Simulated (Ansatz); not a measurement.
Functionals compared on the (31-40) surface of hcp Re in its 1x1 cell, outermost plane spacing 0.22 Å in the ideal cut, in Ansatz (plane waves, PAW). The structure was relaxed with PBE; the other rows are single points on it, each with its references at the same level. Cutoff 420 eV (500 eV for r2SCAN).

Model: 32-atom slab, 10.2 Å thick at the start (thin: gaps and levels are the slab's own), 9x4x1 mesh, Fermi-Dirac 0.1 eV, dipole correction, all atoms relaxed; start symmetry kept, larger cells not searched; no spin, no spin-orbit, no U. These notes are the PBE run's.

```
functional  surface energy (J/m²)  work function of the top face (eV)         rough cost of the single point
----------  ---------------------  ----------------------------------  -------------------------------------
PBE                          3.33                                4.51                                      –
LDA                           ___                                 ___  about 6 core-minutes (a rough figure)
PBEsol                       3.74                                4.62          around 6 core-minutes (rough)
RPBE                         3.11                                4.37  about 6 core-minutes (a rough figure)
r2SCAN                       3.50                                4.55           very roughly 11 core-minutes
```

Problem. What belongs in the gaps?

Solution. 
- LDA, surface energy (J/m²): 3.85
- LDA, work function of the top face (eV): 4.82

Ansatz is a quantum-chemistry and plane-wave program.
